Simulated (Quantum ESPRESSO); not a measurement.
Input and output of a self-consistent single point for CdTe (F-43m, 2 atoms in the cell) (Quantum ESPRESSO).

Level of theory: revPBE, GBRV 1.5 ultrasoft (PBE) pseudopotentials (plane waves; Quantum ESPRESSO 7.5).

```
CdTe
1.0
    0.00000     3.28212     3.28212
    3.28212     0.00000     3.28212
    3.28212     3.28212     0.00000
Cd Te
1 1
Direct
  0.00000   0.00000   0.00000
  0.25000   0.25000   0.25000
```

Reference input (self-consistent single point, DFT, revPBE, plane waves, GBRV 1.5 ultrasoft (PBE) pseudopotentials): ecutwfc = 40 Ry; ecutrho = 200 Ry; occupations = smearing; smearing = fermi-dirac; degauss = 0.0036749 Ry; input_dft = revpbe; potentials = {Cd: cd_pbe_v1.uspp.F.UPF, Te: te_pbe_v1.uspp.F.UPF}; K_POINTS = automatic 6 6 6 0 0 0; conv_thr = 1e-11 Ry; mixing_beta = 0.5. This run's input differs from it in these lines:

```diff
@@ -20,3 +20,2 @@
 &ELECTRONS
- conv_thr = 1.0e-11,
  mixing_beta = 0.5,
```

Output, abridged:

```
     Self-consistent Calculation

     iteration #  1     ecut=    40.00 Ry     beta= 0.50

     Threshold (ethr) on eigenvalues was too large:
     Diagonalizing with lowered threshold

     negative rho (up, down):  2.449E-02 0.000E+00

     total energy              =    -141.34295396 Ry
     estimated scf accuracy    <       0.07565809 Ry

     iteration #  2     ecut=    40.00 Ry     beta= 0.50

     negative rho (up, down):  2.480E-02 0.000E+00

     total energy              =    -141.36479289 Ry
     estimated scf accuracy    <       0.00591493 Ry

     iteration #  3     ecut=    40.00 Ry     beta= 0.50

     negative rho (up, down):  2.504E-02 0.000E+00

     total energy              =    -141.36554758 Ry
     estimated scf accuracy    <       0.00082669 Ry

   [... 2 blocks of this kind left out ...]

     iteration #  6     ecut=    40.00 Ry     beta= 0.50

     negative rho (up, down):  2.510E-02 0.000E+00

     total energy              =    -141.36569291 Ry
     estimated scf accuracy    <       0.00000219 Ry

     iteration #  7     ecut=    40.00 Ry     beta= 0.50

     negative rho (up, down):  2.510E-02 0.000E+00
     End of self-consistent calculation

     the Fermi energy is     5.1983 ev

!    total energy              =    -141.36569353 Ry
     estimated scf accuracy    <       0.00000050 Ry
     smearing contrib. (-TS)   =      -0.00000058 Ry
     internal energy E=F+TS    =    -141.36569294 Ry

     convergence has been achieved in   7 iterations

     negative rho (up, down):  2.510E-02 0.000E+00

     Forces acting on atoms (cartesian axes, Ry/au):

     atom    1 type  1   force =    -0.00000000    0.00000000    0.00000000
     atom    2 type  2   force =     0.00000000    0.00000000   -0.00000000

     Total force =     0.000000     Total SCF correction =     0.000000

     negative rho (up, down):  2.510E-02 0.000E+00
          total   stress  (Ry/bohr**3)                   (kbar)     P=       17.76
   0.00012075  -0.00000000  -0.00000000           17.76       -0.00       -0.00
  -0.00000000   0.00012075  -0.00000000           -0.00       17.76       -0.00
  -0.00000000  -0.00000000   0.00012075           -0.00       -0.00       17.76

   JOB DONE.
```

The run converged in 7 iterations. Against the reference run the free energy stays essentially unchanged (within 1 meV/atom), the pressure goes from 2.09 to 1.78 GPa and the gap on the mesh moves little (0.750 to 0.751 eV).

The starting cell comes from a database of computed structures (which also holds hypothetical and non-ambient phases and stackings), without a prior relaxation at this level. Spin-orbit coupling is off.
